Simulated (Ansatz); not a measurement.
Effect of uniaxial strain ε_xx = +4.10 % on Ca

The reference is Ca in the fcc (Cu type) structure (space group Fm-3m, No. 225; a = 5.569 Å; relaxed with 0.1 eV smearing). Axes: x, y, z lie along the cube axes.

Now apply this change: the cell is stretched by 4.10 % along x with no lateral relaxation, atoms relaxed at fixed cell.

The values are results of r2SCAN (Ansatz, a quantum-chemistry and plane-wave program), scalar-relativistic without spin-orbit coupling, earlier PAW set, not measurements. Γ-centred 20×20×20 mesh, Fermi–Dirac width 0.1 eV.

```tsv
quantity	base	changed	shift
volume per atom	43.17 Å³	44.94 Å³	+1.77 Å³
space group	Fm-3m (No. 225)	I4/mmm (No. 139)	–
shortest interatomic distance	3.938 Å	3.938 Å	0.000 Å
energy relative to the base (free energy F)	0 meV/atom	+5.1 meV/atom	+5.1 meV/atom
band gap	zero	zero	–
stress (xx, yy, zz, yz, xz, xy; compression positive)	–	(-0.9, -0.6, -0.6, 0.0, 0.0, 0.0) GPa	–
```

No phonon test of stability was made.
